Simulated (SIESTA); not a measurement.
Band structure of GaN (F-43m, 2 atoms in the cell).

```xyz
2
Lattice="0.0000 2.3020 2.3020 2.3020 0.0000 2.3020 2.3020 2.3020 0.0000" Properties=species:S:1:pos:R:3 pbc="T T T"
Ga     0.0000     0.0000     0.0000
N      3.4529     3.4529     3.4529
```

Level of theory: GGA PBE, numerical atomic orbitals DZP, PseudoDojo PBE standard norm-conserving potentials (rewritten from UPF to PSML) run with SIESTA.

Settings: XC.functional = GGA; XC.authors = PBE; potentials = PseudoDojo PBE standard; PAO.BasisSize = DZP; PAO.EnergyShift = 0.005 Ry; MeshCutoff = 350 Ry; kgrid.MonkhorstPack = 6 6 6; OccupationFunction = FD; ElectronicTemperature = 10 K; MaxSCFIterations = 150; SCF.Mixer.Method = Pulay; SCF.Mixer.Weight = 0.1; SCF.Mixer.History = 8; SCF.DM.Tolerance = 1.0E-05.

The starting cell comes from a database of computed structures (which also holds hypothetical and non-ambient phases and stackings), without a prior relaxation at this level. Its lattice was rescaled by a random factor within 2.5 % of one. Values carry the incompleteness of an atom-centred basis.

Q: Predict the gap along the standard path and the places of the band edges.

A: The gap along the path is 1.34 eV, direct at Γ to within 0.01 eV.

Levels in eV from the top of the valence band on the path, bands 6 to 10:
```tsv
point	6	7	8	9	10
Γ	-13.80	0.00	0.00	0.00	1.34
X	-11.76	-6.01	-2.60	-2.60	3.37
W	-11.55	-5.62	-3.52	-3.47	6.35
K	-11.66	-5.77	-4.04	-2.09	5.01
L	-12.28	-6.80	-0.94	-0.94	4.17
U	-11.66	-5.77	-4.04	-2.09	5.01
```

Higher empty bands are left out: an atom-centred basis made for the valence describes them poorly.
